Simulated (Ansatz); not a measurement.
Start from KCl in the rock salt structure (space group Fm-3m, No. 225).

```
CELL_PARAMETERS angstrom
      0.00000     3.12135     3.12135
      3.12135     0.00000     3.12135
      3.12135     3.12135     0.00000
ATOMIC_POSITIONS crystal
  K  0.00000 0.00000 0.00000
  Cl 0.50000 0.50000 0.50000
```

Cartesian axes are those of the cell as printed.

Computed with PBEsol (Ansatz, a program for electronic structure, PAW, no spin-orbit coupling).

Before the change:

| Item | Result |
|---|---|
| Band gap | 5.10 eV |
| Valence-band top at Γ | 0.00, 0.00, 0.00 eV |

Perturbation: uniaxial strain ε_zz = +2.00 %, all other strain components held at zero, atoms relaxed at fixed cell.

Task: What does the calculation give for the band gap after the change?

Result: The band gap falls by 0.07 eV to 5.03 eV.

Task: How does this affect the energy relative to the base?

Result: The energy rises by 1.5 meV/atom.

Task: Predict the new valence-band top at Γ.

Result: The valence-band top at Γ (three highest levels, from the VBM) changes from 0.00, 0.00, 0.00 eV to 0.00, 0.00, -0.01 eV.

Stability against distortions was not tested.
